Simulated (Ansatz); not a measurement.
Start from AlP in the zinc blende structure (space group F-43m, No. 216; a = 5.5078 Å).

Calculations: Ansatz (a first-principles code) PBE, no spin-orbit coupling.

One change was made to it. Results:

```json
[
 {"quantity": "band gap", "base": "1.63 eV", "after": "1.21 eV"},
 {"quantity": "lattice parameter a", "base": "5.508 Å", "after": "5.176 Å"},
 {"quantity": "smallest direct gap", "base": "3.09 eV", "after": "3.66 eV"}
]
```

Problem. Which change produced these results?
A) pressure 0.9 GPa
B) pressure 22.5 GPa
C) pressure −1 GPa
D) pressure −2 GPa

Solution. B, pressure 22.5 GPa. For comparison, the band gap in the other runs: pressure 0.9 GPa gives 1.61 eV; pressure −2 GPa gives 1.68 eV; pressure −1 GPa gives 1.66 eV.

Load acts through the strain it causes; cell and atoms are relaxed under it. Stability against distortions was not tested. Measured, AlP leaves this structure (for the NiAs type) near 14.2 GPa (temperature not stated; as listed in Datta, Sujoy, Jana, Debnarayan, arXiv (2020)), on rising pressure, with hysteresis.
